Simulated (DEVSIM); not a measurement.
Structure: abrupt Si p-n junction, at 300 K.

Layer 1 from the left is Si, thickness (μm) 0.490, Na (cm⁻³) 1.5e18, τn (s) 7.2e-5, τp (s) 7.2e-5. Layer 2 from the left is Si, thickness (μm) 3.00, Nd (cm⁻³) 4.4e14, τn (s) 7.2e-5, τp (s) 7.2e-5.

Left contact: ohmic. Right contact: ohmic. Voltage is applied to the left contact. Recombination: SRH at mid-gap, radiative, Auger. Mobility is constant in doping.

This is a model device: material constants are rounded textbook-type values typed into the input, and sizes, dopings and lifetimes were drawn at random. Values at 300 K.

Si: gap (eV) 1.124, affinity (eV) 4.05, permittivity 11.7, Nc (cm⁻³) 2.86e19, Nv (cm⁻³) 3.1e19, μn (cm²/Vs) 1417, μp (cm²/Vs) 470, B (cm³/s) 4.7e-15, Cn (cm⁶/s) 2.8e-31, Cp (cm⁶/s) 9.9e-32.

Task: Estimate by hand the built-in potential, the peak field at zero bias, and compare with a numerical solution.

Result: 
- Built-in potential: ni = √(Nc Nv) exp(−Eg/2kT) = 1.08e10 cm⁻³ with Eg = 1.124 eV; Vbi = kT/q ln(Na Nd/ni²) = 0.759 V; numerical 0.759 V.
- Peak field at zero bias: depletion approximation: W = √(2εVbi/(qN)) = 1.49 μm with N = 4.40e14 cm⁻³; field = 2Vbi/W = 10200 V/cm; numerical 67200 V/cm (estimate below by 85 %).

Simulated with DEVSIM: 1D drift-diffusion, Boltzmann statistics, complete ionisation; no tunnelling, impact ionisation, image-force lowering or self-heating.
